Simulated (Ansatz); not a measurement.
Consider AlCo in the CsCl type structure (space group Pm-3m, No. 221; a = 2.825 Å; weakly magnetic (sensitive to the mesh); relaxed with 0.1 eV smearing). Axes: x, y, z lie along the cube axes.

Computed with Ansatz (a first-principles code) r2SCAN, no SOC.

The change: compressive biaxial strain of 1.25 % in the plane normal to [001], as in epitaxy on a mismatched substrate; the out-of-plane cell vector and the atoms relax.

Q: Estimate the effect on the energy relative to the base.

A: The energy rises by 3.3 meV/atom.

Q: What happens to the ratio −ε⊥/ε∥?

A: The ratio −ε⊥/ε∥ amounts to 1.11.

Other magnetic orders, which the real material may have, were not ruled out. Whether these cells are dynamically stable was not tested. Seeded moments were not kept for the base.
